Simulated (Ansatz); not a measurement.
```
MgSe
1.0
    4.22059     0.00000     0.00000
   -2.11029     3.65514     0.00000
    0.00000     0.00000     6.78187
Mg Se
2 2
Direct
  0.66667   0.33333   0.98764
  0.33333   0.66667   0.48764
  0.66667   0.33333   0.60776
  0.33333   0.66667   0.10776
```

No spin polarisation.

The values are results of Ansatz (a program for electronic structure), PBEsol, PAW, cutoff 420 eV, no spin-orbit coupling, not measurements. k-mesh 9×9×5 (Γ-centred); smearing 0.05 eV (Fermi–Dirac).

Question: Predict the band gap and valence-band top at Γ.

Answer: Band gap: 2.52 eV
Valence-band top at Γ (three highest levels, from the VBM): 0.00, -0.10, -0.10 eV

Whether these cells are dynamically stable was not tested. The cell was made from MgO by this change: O → Se; the result is a model cell, its experimental status unchecked. This is not the structure that MgSe has at room temperature and ambient pressure.
